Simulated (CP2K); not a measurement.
Band structure of PdIn (Pm-3m, 2 atoms in the cell).

```
PdIn
1.0
    3.25000     0.00000     0.00000
    0.00000     3.25000     0.00000
    0.00000     0.00000     3.25000
In Pd
1 1
Cartesian
  1.62500   1.62500   1.62500
  0.00000   0.00000   0.00000
```

Computed with PBE, GPW, DZVP-MOLOPT-SR-GTH basis, GTH-PBE potentials (GTH_POTENTIALS) run with CP2K 2026.2.

Settings: CUTOFF = 500 Ry; REL_CUTOFF = 40 Ry; SMEAR/METHOD = FERMI_DIRAC; ELECTRONIC_TEMPERATURE = 1160.45 K; KPOINTS/SCHEME = MONKHORST-PACK 8 8 8; GAMMA_CENTERED = T; XC_FUNCTIONAL = PBE; In/BASIS_SET = DZVP-MOLOPT-SR-GTH; In/POTENTIAL = GTH-PBE-q13; Pd/BASIS_SET = DZVP-MOLOPT-SR-GTH; Pd/POTENTIAL = GTH-PBE-q18; METHOD = GPW; EPS_DEFAULT = 1e-10; EXTRAPOLATION = USE_GUESS.

The starting cell has typed, rounded lattice constants, without a prior relaxation at this level. Spin polarisation is off. Values carry the incompleteness of an atom-centred basis.

Levels in eV from the Fermi level, bands 12 to 17:
```tsv
point	12	13	14	15	16	17
Γ	-3.88	-2.29	-2.29	-2.29	4.40	4.40
X	-3.87	-3.31	-3.31	-2.37	-1.09	9.96
M	-2.70	-2.70	-2.40	-2.40	-1.69	1.59
R	-4.99	-1.65	-1.65	0.09	4.01	4.01
```

Bands cross the Fermi level along this path, so the cell is metallic at this level.

Higher empty bands are left out: an atom-centred basis made for the valence describes them poorly.
